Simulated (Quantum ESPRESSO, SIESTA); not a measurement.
# Equation of state of hcp Zr (space group 194): energy against volume (SIESTA, PBE)

```yaml
crystal:
  lattice:
    - [3.17257, 0.00000, 0.00000]
    - [-1.58628, 2.74752, 0.00000]
    - [0.00000, 0.00000, 5.05843]
  atoms:
    - { symbol: Zr, position: [0.66667, 0.33333, 0.75000] }
    - { symbol: Zr, position: [0.33333, 0.66667, 0.25000] }
```

Computed with GGA PBE, numerical atomic orbitals DZP, PseudoDojo PBE standard norm-conserving potentials (rewritten from UPF to PSML) in SIESTA. Settings: XC.functional = GGA; XC.authors = PBE; potentials = PseudoDojo PBE standard; PAO.BasisSize = DZP; PAO.EnergyShift = 0.01 Ry; MeshCutoff = 520 Ry; kgrid.MonkhorstPack = 21 21 11; OccupationFunction = FD; ElectronicTemperature = 0.05 eV; MaxSCFIterations = 150; SCF.Mixer.Method = Pulay; SCF.Mixer.Weight = 0.2; SCF.Mixer.History = 8; SCF.DM.Tolerance = 1.0E-04. The cell above is the first row's. The rows scale it uniformly. In all rows fractional positions and the k mesh are held. E is the free energy at the stated smearing, counted from the lowest row.

```csv
V (Å^3/atom),E (meV/atom)
22.046,?
22.526,3.23
23.005,0.00
23.484,3.44
23.963,12.93
24.443,27.88
24.922,47.77
25.401,72.06
25.881,100.29
```

**Question.** Fit E against V with the third-order Birch-Murnaghan form, a cubic in V^(-2/3), and predict the withheld value at V = 22.046.

**Answer.** With u = V^(-2/3) - 0.120, the rows have u = 0.005375, 0.003628, 0.001942, 0.000311, -0.001269, -0.002795, -0.004274, -0.005709. Least squares gives E = 15.437 - 8389.7·u + 1136646·u² + 387887·u³. Residuals (row less fit): -0.011, 0.021, 0.006, -0.008, -0.033, 0.013, 0.033, -0.018; standard error 0.029 (degrees of freedom: 4). Its minimum lies at u = 0.003684, so V0 = (0.123684)^(-3/2) = 22.99. There d²E/du² = 2282000 and d³E/du³ = 2327000, so B0 = (4/9) × 22.99^(-7/3) × 2282000 × 0.160218 = 108 GPa (the last factor turns the table's units into GPa), and B0' = 4 + (2/3) × 0.123684 × (2327000)/2282000 = 4.1. The program's pressures in the fitted runs (not shown) pass through zero at V = 22.99, 0.00 % from this V0. At the withheld row, u = 0.007188, so E = 15.437 - 8389.7 × 0.007188 + 1136646 × 0.007188² + 387887 × 0.007188³ = 14.003 meV/atom. The calculation gives 13.75 meV/atom, 0.253 meV/atom below the prediction (0.3 % of the range of E in the table). The row lies outside the fitted rows, so this is an extrapolation. From the scatter of the fitted rows alone, a prediction at this place has a standard error of 0.085 meV/atom, so the miss is 3.0 times that.

Carrying the step between the two nearest rows on in a straight line would have given 6.47, off by 7.28; series whose last step already gives the withheld value aren't shown. The scan was laid around a cell of about the measured size, scaled by a guess for this functional; axis ratios and inner coordinates come from that cell. The runs keep the symmetry of the cell, so they don't test it for distortions. A plane-wave scan with the same functional (Quantum ESPRESSO, GBRV) gives V0 = 23.39 Å^3/atom and B0 = 94.0 GPa; a Birch-Murnaghan fit to all rows here lies -1.7 % from it in V0 and 14 % in B0; the two differ in basis, and may differ in potentials and mesh. Values carry the incompleteness of an atom-centred basis. The shape of the cell and the inner coordinates aren't relaxed, so V0 and B0 belong to this uniform scaling; a relaxed crystal lies no higher in energy and is usually softer. Cutoffs and mesh are single choices, not tested for convergence of this quantity. Series with a scatter that would blur these digits, or in which a gap closes, are not shown. Nor are scans whose minimum lies at an end fitted in this form.
